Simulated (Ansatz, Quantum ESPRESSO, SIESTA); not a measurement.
# IrRh3 (P1, 4 atoms in the cell) computed with different codes at matched settings

Self-consistent single point, at a second geometry (atoms moved at random). First geometry:

```yaml
crystal:
  lattice:
    - [-1.90678, 1.90678, 3.81948]
    - [1.90678, -1.90678, 3.81948]
    - [1.90678, 1.90678, -3.81948]
  atoms:
    - { symbol: Ir, position: [0.00000, 0.00000, 0.00000] }
    - { symbol: Rh, position: [0.75000, 0.25000, 0.50000] }
    - { symbol: Rh, position: [0.25000, 0.75000, 0.50000] }
    - { symbol: Rh, position: [0.50000, 0.50000, 0.00000] }
```

Second geometry:
```yaml
crystal:
  lattice:
    - [-1.90678, 1.90678, 3.81948]
    - [1.90678, -1.90678, 3.81948]
    - [1.90678, 1.90678, -3.81948]
  atoms:
    - { symbol: Ir, position: [0.99438, 0.98960, 0.99559] }
    - { symbol: Rh, position: [0.75884, 0.24094, 0.50187] }
    - { symbol: Rh, position: [0.24723, 0.76361, 0.50541] }
    - { symbol: Rh, position: [0.49954, 0.50585, 0.99713] }
```

Shared settings, as Ansatz (a first-principles code) writes them: kpoints.mp_grid.grid = 10 10 10; scf.occupations.method = gaussian; scf.occupations.width = 0.136 eV. Potentials and cutoffs stand in the table.

| code | model | ΔF from the first geometry (meV/atom) | pressure (GPa) | largest force (eV/Å) | cutoff |
|---|---|---|---|---|---|
| Ansatz | LDA (PW92), PAW files made with PBE | 14.8 | -11.05 | 0.734 | default |
| SIESTA | LDA PW92, numerical atomic orbitals DZP, PseudoDojo LDA standard norm-conserving potentials (rewritten from UPF to PSML) | 17.9 | -12.19 | 0.930 | grid 400 Ry |
| Quantum ESPRESSO | LDA (PZ), GBRV 1.5 ultrasoft (LDA) pseudopotentials | 15.1 | -12.04 | 0.750 | 40 Ry |

Size of the force on each atom (eV/Å): Sizes of forces hide their directions.

```
code                Ir1    Rh2    Rh3    Rh4
----------------  -----  -----  -----  -----
Ansatz            0.644  0.718  0.734  0.420
SIESTA            0.759  0.892  0.930  0.455
Quantum ESPRESSO  0.657  0.733  0.750  0.425
```

On Ansatz's run: spin-orbit coupling is off. Spin polarisation is off.

The spread over the programs that give each value: ΔF from the first geometry within 3.1 meV/atom; pressure within 1.14 GPa; largest force within 0.196 eV/Å.

SIESTA uses small atom-centred bases, whose incompleteness enters pressures, forces and empty levels differently from a plane-wave cutoff. Ansatz's pressure is given at a fixed set of plane waves, as the other plane-wave codes print theirs; with its correction for the finite basis it is -10.97 GPa. The same LDA comes in different parametrisations, which differ slightly. In the force vectors, SIESTA (by 0.188) lies more than 0.08 eV/Å from the median of the plane-wave programs.

The starting cell comes from a database of computed structures (which also holds hypothetical and non-ambient phases and stackings), without a prior relaxation at this level. For this run, on top of that: atoms moved at random.

Keys are those of Ansatz 0.2.
